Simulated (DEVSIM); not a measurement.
Device: abrupt Si p-n junction, at 300 K.

| layer (left to right) | material | thickness (μm) | Nd (cm⁻³) | Na (cm⁻³) | τn (s) | τp (s) |
|---|---|---|---|---|---|---|
| 1 | Si | 0.120 | - | 3.9e16 | 4.3e-5 | 4.3e-5 |
| 2 | Si | 7.00 | 2.6e14 | - | 4.3e-5 | 4.3e-5 |

Left contact: ohmic. Right contact: ohmic. Voltage is applied to the left contact. Recombination: SRH at mid-gap, radiative. Mobility is μmin + (μ − μmin)/(1 + (N/Nref)^α).

This is a model device: material constants are rounded textbook-type values typed into the input, and sizes, dopings and lifetimes were drawn at random. Values at 300 K.

```
parameter           Si
-------------  -------
gap (eV)         1.124
affinity (eV)     4.05
permittivity      11.7
Nc (cm⁻³)      2.86e19
Nv (cm⁻³)       3.1e19
μn (cm²/Vs)       1417
μp (cm²/Vs)        470
μn,min              52
μp,min              45
Nref,n          9.7e16
Nref,p          2.2e17
αn                0.68
αp                0.72
B (cm³/s)      4.7e-15
```

DEVSIM, 1D drift-diffusion, Boltzmann statistics, complete ionisation; no tunnelling, impact ionisation, image-force lowering or self-heating.

Q: Tabulate band edges, carrier densities and field at 0.9 V on the left contact.

A: Energies count from the Fermi level of the right contact; mesh points crowd at the junctions.

```tsv
x (μm)	Ec (eV)	Ev (eV)	n (cm⁻³)	p (cm⁻³)	field (V/cm)
0.000	0.051	-1.073	3000	3.9e16	-32
0.01644	0.051	-1.073	4.8e13	3.9e16	-56
0.03945	0.051	-1.073	1.2e14	3.8e16	-210
0.06926	0.050	-1.075	2.1e14	3.6e16	-980
0.1029	0.041	-1.083	4.1e14	2.6e16	-4700
0.1196	0.030	-1.094	7.0e14	1.7e16	-9200
0.1368	0.017	-1.107	1.2e15	1.0e16	-6000
0.1808	0.001	-1.123	2.4e15	5.3e15	-2200
0.2456	-0.007	-1.131	3.3e15	3.9e15	-450
0.3601	-0.007	-1.131	3.6e15	3.5e15	110
0.5619	-0.004	-1.128	3.6e15	3.3e15	170
1.103	0.005	-1.119	3.4e15	3.1e15	180
1.872	0.020	-1.104	3.0e15	2.8e15	200
3.228	0.051	-1.073	2.5e15	2.2e15	260
5.302	0.120	-1.004	1.4e15	1.2e15	450
6.100	0.164	-0.960	9.7e14	7.4e14	700
6.552	0.204	-0.920	6.4e14	4.7e14	1100
6.808	0.238	-0.886	4.4e14	3.3e14	1600
6.982	0.270	-0.854	3.2e14	2.2e14	2000
7.052	0.285	-0.839	2.9e14	1.3e14	2200
7.092	0.294	-0.830	2.7e14	6.5e13	2200
7.120	0.300	-0.824	2.6e14	450000	2300
```
